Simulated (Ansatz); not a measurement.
# A constructed model of the (111) surface of fcc Ag, (√3x√3)R30° surface alloy, Sn on one Ag site of the top plane (bottom of the slab: a bare face, its two planes held)

These are PBE (plane waves to 420 eV, PAW; Ansatz, an electronic-structure program) values and carry that method's errors.

Set-up: 18 atoms, 12.0 Å thick at the start with caps and adatoms (thin: gaps and levels are the slab's own); mesh 9x9x1; 0.1 eV smearing; dipole correction on; 6 atoms held, the rest relaxed; start symmetry kept, larger cells not searched; no spin, no spin-orbit, no U. It is one candidate, not shown to be the stable structure of the face.

```json
{
  "work_function_of_the_top_face": "4.38 eV",
  "energy_released_by_relaxation": "0.063 eV",
  "cost": "roughly 6 core-minutes"
}
```
